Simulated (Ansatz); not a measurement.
**Input and output of a self-consistent single point for CuGaSe₂ (I-42d, 8 atoms in the cell) (Ansatz, an electronic-structure program)**

Method: PBE (plane waves, PAW; Ansatz).

Input:

Ansatz 0.2 input:
```yaml
crystal:
  lattice:
    - [-2.776670, 2.776670, 5.454349]
    - [2.776670, -2.776670, 5.454349]
    - [2.776670, 2.776670, -5.454349]
  atoms:
    - { symbol: Ga, position_ang: [0.000000, 0.000000, 5.454349] }
    - { symbol: Ga, position_ang: [2.776670, 0.000000, 2.727174] }
    - { symbol: Cu, position_ang: [0.000000, 0.000000, 0.000000] }
    - { symbol: Cu, position_ang: [-0.000000, 2.776670, 2.727174] }
    - { symbol: Se, position_ang: [1.388335, 1.388335, 6.817936] }
    - { symbol: Se, position_ang: [1.388335, -1.388335, 4.090762] }
    - { symbol: Se, position_ang: [1.388335, 1.388335, 1.363587] }
    - { symbol: Se, position_ang: [-1.388335, 1.388335, 4.090762] }
kpoints:
  mp_grid:
    grid: [3, 3, 3]
hamiltonian:
  xc: pbe
  pseudopotentials:
    kind: paw
scf:
  occupations:
    method: fermi_dirac
    width: 0.0007 Ry
output:
  forces: true
  eigenvalues: true
  stress: true
```

The program printed (abridged):

```
WARN basis.ecutwfc = 420 eV, the default
WARN ansatz: RAYON_NUM_THREADS=1 ignored (pool sized by the plan → 1); use --threads N
Pseudopotentials: kind: paw
Pseudopotential: Ga, paw, valence charge 13
Pseudopotential: Cu, paw, valence charge 19
Pseudopotential: Se, paw, valence charge 16
Crystal: 8 atoms, lattice volume = 168.210 Å³
Basis set: ecut = 420 eV, 3307 PW (Γ), exchange–correlation on 90×90×90 points (8 copies of the dense FFT grid, shifted against one another)
Bands: 77, of which v1, the nominal top of the filled ones, is band 64 counted from 1 (63 counted from 0)
Symmetry: 8 space group operations
Space group: I-42d (ITA 122), of the structure as read, at distance tolerance 5.5e-5 Å
k-points: 6 of 27 (time reversal used)
Initial density: superposition of atomic densities (neutral atoms: chi_scale 0, normalization atom), corrected by the library's trained network
Initial wavefunctions: pseudopotential atomic-orbital guess
Eigensolver: davidson
Functional: x = pbe(κ = 0.804, μ = 0.2195149727645171), c = pbe(β = 0.06672455060314922)
SCF iter   1: F=—  HF=-42696.250826 eV  |F-HF|=—  |Δ(HF+E_count)|=         —  Δρ=5.63e-4  dr2=4.19e-4  ethr=1.77e-3  ⟨swp⟩=6.0  Hψ=1638  notcnv=0
all-band conjugate gradients solve this SCF's bands
preconditioner: auto → Resta (q_TF=auto, 2.607 Å⁻¹)
SCF iter   2: F=—  HF=-42696.251568 eV  |F-HF|=—  |Δ(HF+E_count)|=   7.42e-4  Δρ=3.53e-4  dr2=1.57e-4  ethr=3.27e-7  ⟨swp⟩=3.0  Hψ=1105  notcnv=0  defer=32
SCF iter   3: F=—  HF=-42696.251639 eV  |F-HF|=—  |Δ(HF+E_count)|=   7.09e-5  Δρ=2.69e-4  dr2=8.28e-5  ethr=1.23e-7  ⟨swp⟩=2.0  Hψ=669  notcnv=0  defer=32
SCF iter   4: F=—  HF=-42696.251617 eV  |F-HF|=—  |Δ(HF+E_count)|=   2.23e-5  Δρ=1.82e-4  dr2=3.70e-5  ethr=6.47e-8  ⟨swp⟩=2.0  Hψ=803  notcnv=0  defer=32
SCF iter   5: F=—  HF=-42696.251611 eV  |F-HF|=—  |Δ(HF+E_count)|=   5.53e-6  Δρ=3.66e-5  dr2=2.75e-6  ethr=2.89e-8  ⟨swp⟩=2.0  Hψ=610  notcnv=0  defer=32
SCF iter   6: F=—  HF=-42696.251614 eV  |F-HF|=—  |Δ(HF+E_count)|=   2.47e-6  Δρ=1.75e-5  dr2=7.15e-7  ethr=2.15e-9  ⟨swp⟩=2.0  Hψ=574  notcnv=0  defer=32
SCF iter   7: F=-42696.251615 eV  HF=-42696.251615 eV  |F-HF|=5.55e-8  |Δ(HF+E_count)|=   1.00e-6  Δρ=6.51e-6  dr2=8.44e-8  ethr=7.81e-11  ⟨swp⟩=8.5  Hψ=2348  notcnv=0
SCF 1 converged in 7 iterations: F = -42696.251615 eV  dr2 = 8.44e-8
SCF converged after 7 iterations
Free energy (F): -42696.251615 eV
Harris-Foulkes:  -42696.251615 eV  (|F-HF|=5.55e-8)
Internal energy: -42696.251615 eV  (E = F + TS)
E sigma→0 (E₀):  -42696.251615 eV
Fermi energy:    9.533697 eV
--- Per-component energies (eV) ---
  E_band       = -2564.101078
  E_kinetic    = 1311.751249
  E_local      = -24631.603275  (includes V_loc(G=0)·N_el)
  E_nonlocal   = -733.853994
  E_hartree    = 11555.220708
  E_xc         = -734.067208
  E_vxc        = -739.992087  (∫ρ·V_xc dr)
  E_paw        = -14965.747637  (= ΣΔE_a)
  E_vpaw       = -880.833747  (= ΣTr[D̂ρ^β])
  E_aug_tail   = -0.001904  (compensation charges beyond the density's cutoff)
  E_ewald      = -14497.949555
  E_smearing   = -0.000000  (= −TS)
  E_closure    = -0.000000  (closes the sum)
  Σ components = -42696.251615   (vs F -42696.251615, Δ=0.00e0)
--- Forces (eV/Å), atoms counted from 1 ---
  atom   1  Ga     0.00000000     0.00000000     0.00000000
  atom   2  Ga     0.00000000    -0.00000000     0.00000000
  atom   3  Cu     0.00000000     0.00000000    -0.00000000
  atom   4  Cu     0.00000000    -0.00000000    -0.00000000
  atom   5  Se     0.40508295     0.00000000    -0.00000000
  atom   6  Se    -0.00000000    -0.40508295     0.00000000
  atom   7  Se    -0.40508295     0.00000000     0.00000000
  atom   8  Se    -0.00000000     0.40508295    -0.00000000
  max |Σ_I F_I| component: 5.77e-17 eV/Å
--- Stress (GPa, compression-positive) ---
        5.485529       0.000000       0.000000
        0.000000       5.485529       0.000000
        0.000000       0.000000       5.557520
  P = ⅓ Tr σ = 5.5095 GPa (55.095 kbar)
  The stress holds the Pulay correction. Without it, at fixed plane waves, as pw.x and ABINIT print it: P = 5.4671 GPa
--- Band table (eV; the first three rows and the last of 6) ---
  k-point 0: bands = ["-102.4666", "-102.4665", "-59.8830", "-59.8828", "-59.8589", "-59.8589", "-59.8588", "-59.8588", "-38.7717", "-38.7716", "-38.7716", "-38.7716", "-38.7702", "-38.7701", "-38.7698", "-38.7698", "-38.7134", "-38.7132", [...]
  k-point 1: bands = ["-102.4666", "-102.4666", "-59.8830", "-59.8829", "-59.8588", "-59.8588", "-59.8588", "-59.8588", "-38.7717", "-38.7717", "-38.7716", "-38.7716", "-38.7701", "-38.7700", "-38.7699", "-38.7699", "-38.7133", "-38.7132", [...]
  k-point 2: bands = ["-102.4666", "-102.4665", "-59.8830", "-59.8829", "-59.8589", "-59.8588", "-59.8588", "-59.8588", "-38.7717", "-38.7716", "-38.7716", "-38.7716", "-38.7701", "-38.7700", "-38.7699", "-38.7698", "-38.7133", "-38.7132", [...]
  k-point 5: bands = ["-102.4666", "-102.4666", "-59.8829", "-59.8829", "-59.8589", "-59.8589", "-59.8588", "-59.8588", "-38.7717", "-38.7716", "-38.7716", "-38.7716", "-38.7701", "-38.7700", "-38.7699", "-38.7698", "-38.7133", "-38.7132", [...]
```

The run converged in 7 iterations.

The starting cell has typed, rounded lattice constants, without a prior relaxation at this level. Its lattice was rescaled by a random factor within 2.5 % of one. With a pressure of about 6 GPa the cell is away from its equilibrium volume at this level. Ansatz's pressure includes its estimate of the finite-basis (Pulay) stress.
